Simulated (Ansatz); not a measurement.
**Hypothetical CsCl type SiGe: response to strain**

Take SiGe in the CsCl type structure (space group Pm-3m, No. 221; a = 3.200 Å; a hypothetical phase, not in the database extracts checked; relaxed with 0.1 eV smearing) as the base. Axes: x, y, z lie along the cube axes.

Strains are applied to the cell and any free atomic positions relax; under biaxial strain the out-of-plane vector relaxes too.

Levels (all Ansatz, a quantum-chemistry and plane-wave program, PAW): PBEsol (420 eV, no SOC); r2SCAN (500 eV, scalar-relativistic without spin-orbit coupling).

Pressures by level, all at the geometries relaxed with PBEsol:

```csv
case,PBEsol,r2SCAN
base,0.0 GPa,1.4 GPa
"biaxial strain +1.76 %, plane normal [110], relaxed out of plane",-0.5 GPa,0.8 GPa
"biaxial strain −4.21 %, plane normal [111], relaxed out of plane",1.0 GPa,2.5 GPa
isotropic strain +2.19 %,-4.8 GPa,-3.3 GPa
isotropic strain +4.02 %,-7.6 GPa,-6.1 GPa
"strain tensor (xx, yy, zz, yz, xz, xy) = (−0.15, −1.78, +0.42, +1.97, +0.26, −0.08) %",1.5 GPa,2.9 GPa
```

Single points use the geometry relaxed with PBEsol. Their cutoffs differ, which shifts pressures a little. Whether these cells are dynamically stable was not tested. The final runs are not spin-polarised.
